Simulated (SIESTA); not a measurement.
Band structure of La3Ga (Pm-3m, 4 atoms in the cell).

```
La3Ga
1.0
    4.93068     0.00000     0.00000
    0.00000     4.93068     0.00000
    0.00000     0.00000     4.93068
La Ga
3 1
Direct
  0.00000   0.50000   0.50000
  0.50000   0.00000   0.50000
  0.50000   0.50000   0.00000
  0.00000   0.00000   0.00000
```

Level of theory: SIESTA 5.4.2 with GGA PBEsol, numerical atomic orbitals DZP, PseudoDojo PBEsol standard norm-conserving potentials (rewritten from UPF to PSML).

Settings: XC.functional = GGA; XC.authors = PBEsol; potentials = PseudoDojo PBEsol standard; PAO.BasisSize = DZP; PAO.EnergyShift = 0.01 Ry; MeshCutoff = 350 Ry; kgrid.MonkhorstPack = 5 5 5; OccupationFunction = MP; OccupationMPOrder = 0; ElectronicTemperature = 3156.43 K; MaxSCFIterations = 150; SCF.Mixer.Method = Pulay; SCF.Mixer.Weight = 0.25; SCF.Mixer.History = 6.

The starting cell comes from a database of computed structures (which also holds hypothetical and non-ambient phases and stackings), without a prior relaxation at this level. Values carry the incompleteness of an atom-centred basis.

Levels in eV from the Fermi level, bands 20 to 25:
```csv
point,20,21,22,23,24,25
Γ,-1.20,-1.20,-1.20,-1.15,-1.15,1.58
X,-1.35,-0.80,-0.80,-0.73,0.71,1.78
M,-1.35,-1.35,-0.02,-0.02,0.59,0.69
R,-1.32,-1.32,0.56,0.56,0.56,1.29
```

Bands cross the Fermi level along this path, so the cell is metallic at this level.

Higher empty bands are left out: an atom-centred basis made for the valence describes them poorly.
